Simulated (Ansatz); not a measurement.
O vacancy + N on the O site + N on the O site (V_O+N_O+N_O) in metastable polar orthorhombic HfO2 (the name describes the start): one set of geometries, relaxed with PBE, evaluated in Ansatz (PAW, plane waves to 420 eV, 500 eV under r2SCAN) with PBE, r2SCAN.

Cell and caveats: 96-site cell; 2×2×2 shifted k-points; start: the O(1) site; O(2) 2.55 Å away; O(1) 2.73 Å away; charged states image-corrected; no spin–orbit coupling; energies good to tenths of an eV; relaxed from one start, so a lower configuration may exist; flagged in the runs: a host whose relaxation on this sampling wasn't shown to rest, a strain field that reaches the edge of the cell.

| quantity | PBE | r2SCAN |
|---|---|---|
| host gap (eV) | 4.36 | 4.88 |
| ε(+1/0) above the VBM (eV) | 0.94 | 1.35 |
| largest moment on one atom at charge +1 (μB) | 0.60 | 0.65 |
| neutral formation energy against N2 molecule in a box, O2 molecule in a box (eV) | 12.12 | 12.80 |

PBE narrows the gap by 0.52 eV against r2SCAN, the highest level run, and puts the level shown 0.41 eV lower above the valence-band maximum (from the rounded values).

Ansatz is an electronic-structure program.
